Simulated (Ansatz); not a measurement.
System: interstitial La in amorphous Hf10Si10O40 (a melt-quenched model of 60 atoms) (charge state +3). The step: one La atom jumps by itself; the atom moves 1.42 Å along (0.00, 0.12, 0.10) of the unit cell; the moving atom starts with neighbours O at 2.38, O at 2.42, O at 2.51, O at 2.52, O at 2.61, O at 2.64 Å and ends with O at 2.33, O at 2.47, O at 2.55, O at 2.62, O at 2.66, O at 2.79, O at 2.88 Å. DFT values are from Ansatz (plane-wave PAW, 420 eV unless said) in a cell of 60 host sites, spin-restricted, static, with no finite-size correction. The charge state is imposed; whether it is stable for some Fermi level was not computed. Sites that were not tried may lie lower. The start lies 0.28 eV above the lowest site run (PBE). For the PBE band: the saddle point's order was not checked.

| Level | Forward barrier (eV) | Cost of the band or of the saddle's single point |
|---|---|---|
| PBE, the Γ point alone, band relaxed | 0.27 | very roughly 21 core-minutes |
| PBE, a 2×2×2 k-point mesh shifted by half a step, same geometries | 0.28 | about 5 core-minutes (a rough figure) |
| r2SCAN at 500 eV, the Γ point alone, same geometries | 0.32 | around 90 core-seconds (rough) |
| HSE06, Γ point alone, same geometries | ? | roughly 8 core-minutes |

Q: Fill in the missing entries.

A: 
- HSE06, Γ point alone, same geometries, Forward barrier (eV): 0.37

Ansatz is a first-principles code.
